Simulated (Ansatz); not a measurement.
The starting structures come from a database of crystals and need not be the phases stable at ambient conditions.

 Where the default PAW files enter, the runs use the earlier of Ansatz's two default sets.

Inside the gap of an insulator the Bloch states are evanescent, with a wavenumber k + iκ along the transport direction.

```
CELL_PARAMETERS angstrom
      5.33088     0.00000     0.00000
      0.00000     6.43748     0.00000
      0.00000     0.00000     4.04136
ATOMIC_POSITIONS crystal
  Te 0.78019 0.63309 0.00000
  Te 0.21981 0.36691 0.00000
  Te 0.28019 0.86691 0.50000
  Te 0.71981 0.13309 0.50000
  Ru 0.00000 0.00000 0.00000
  Ru 0.50000 0.50000 0.50000
```

Space group of this cell: Pnnm. The cell is taken as given.

Transport runs along the normal of the first two printed cell vectors.

No gap correction and no spin-orbit coupling; mid-gap values are interpolated between computed energies.

### Question
Estimate the band gap and the smallest decay constant κ at mid-gap that r2SCAN run with Ansatz (a first-principles code) returns for this system.

### Answer
Gap 0.53 eV on a 6×6×8 mesh; κ = 0.128 1/Å, at (0.333, 0.000) of the in-plane reciprocal vectors. At the zone centre, at the nearest computed energy, the slowest state has κ = 0.22 1/Å.
